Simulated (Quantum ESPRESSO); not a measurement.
## Habitual settings against a tight run: LiNiP (P4/nmm, 6 atoms in the cell)

Self-consistent single point.

```xyz
6
Lattice="3.8050 0.0000 0.0000 0.0000 3.8050 0.0000 0.0000 0.0000 5.9054" Properties=species:S:1:pos:R:3 pbc="T T T"
Li     0.0000     1.9025     1.9903
Li     1.9025     0.0000     3.9150
Ni     0.0000     0.0000     0.0000
Ni     1.9025     1.9025     0.0000
P      0.0000     1.9025     4.6088
P      1.9025     0.0000     1.2965
```

Computed with PBEsol, GBRV 1.5 ultrasoft (PBESOL) pseudopotentials (plane waves; Quantum ESPRESSO).

Base settings: ecutwfc = 50 Ry; ecutrho = 400 Ry; occupations = smearing; smearing = marzari-vanderbilt; degauss = 0.019992 Ry; K_POINTS = automatic 7 7 5 0 0 0; conv_thr = 1e-10 Ry; mixing_beta = 0.3.

Tight run (finer mesh or higher cutoff; not a proven limit): ecutwfc: 50 Ry → 70 Ry; ecutrho: 400 Ry → 560 Ry; conv_thr: 1e-10 Ry → 7.3e-11 Ry; K_POINTS: automatic 7 7 5 0 0 0 → automatic 10 10 7 0 0 0. It gave Fermi level (on the code's own zero) 8.43 eV; pressure -8.09 GPa; largest force (vector length) 0.849 eV/Å.

Quick runs, as changes from the base:
- A: the base itself
- B: ecutwfc: 50 Ry → 40 Ry; ecutrho: 400 Ry → 320 Ry; smearing: marzari-vanderbilt → fermi-dirac; degauss: 0.019992 Ry → 0.0147 Ry; K_POINTS: automatic 7 7 5 0 0 0 → automatic 6 6 6 0 0 0
- C: ecutwfc: 50 Ry → 35 Ry; ecutrho: 400 Ry → 280 Ry; smearing: marzari-vanderbilt → fermi-dirac; degauss: 0.019992 Ry → 0.036749 Ry; K_POINTS: automatic 7 7 5 0 0 0 → automatic 8 8 8 1 1 1
- D: ecutwfc: 50 Ry → 30 Ry; ecutrho: 400 Ry → 240 Ry; smearing: marzari-vanderbilt → methfessel-paxton; K_POINTS: automatic 7 7 5 0 0 0 → automatic 6 6 6 0 0 0
- E: ecutwfc: 50 Ry → 25 Ry; ecutrho: 400 Ry → 200 Ry; degauss: 0.019992 Ry → 0.0147 Ry; conv_thr: 1e-10 Ry → 7.3e-06 Ry; K_POINTS: automatic 7 7 5 0 0 0 → automatic 8 8 8 1 1 1
- F: K_POINTS: automatic 7 7 5 0 0 0 → automatic 4 4 4 0 0 0

Energies are extrapolated to zero smearing width, which holds to low order in the width alone (under cold and Methfessel-Paxton smearing the free energy itself is taken).

Dashes: pressure of E, not trusted under this conv_thr with d or f elements.

The count of work is k-points × plane waves × bands × iterations; it is no time. Core times come from one kind of shared machine and are given to one figure; runs under 30 s give none.

The starting cell comes from a database of computed structures (which also holds hypothetical and non-ambient phases and stackings), without a prior relaxation at this level. Its lattice was rescaled by a random factor within 2.5 % of one. Spin polarisation is off, so a magnetic state, if there is one, cannot be reached. In the base run, with a pressure of about -8 GPa the cell is away from its equilibrium volume at this level.

```
run  energy less tight (meV/atom)  pressure less tight (GPa)  largest miss in a force vector (eV/Å)  count of work / tight  core time / tight (rough)
---  ----------------------------  -------------------------  -------------------------------------  ---------------------  -------------------------
A                             4.4                       0.06                                  0.032                   0.23                        0.3
B                             8.9                      -1.18                                  0.173                   0.19                        0.2
C                            92.7                      -9.44                                  0.541                   0.17                        0.3
D                           735.1                     -55.87                                  0.085                   0.13                        0.2
E                          3663.5                          –                                  0.057                  0.072                       0.09
F                             1.1                       0.07                                  0.044                   0.12                        0.2
```

Among the runs at the tight run's level, the energy misses run from 1.1 to 3663.5 meV/atom.
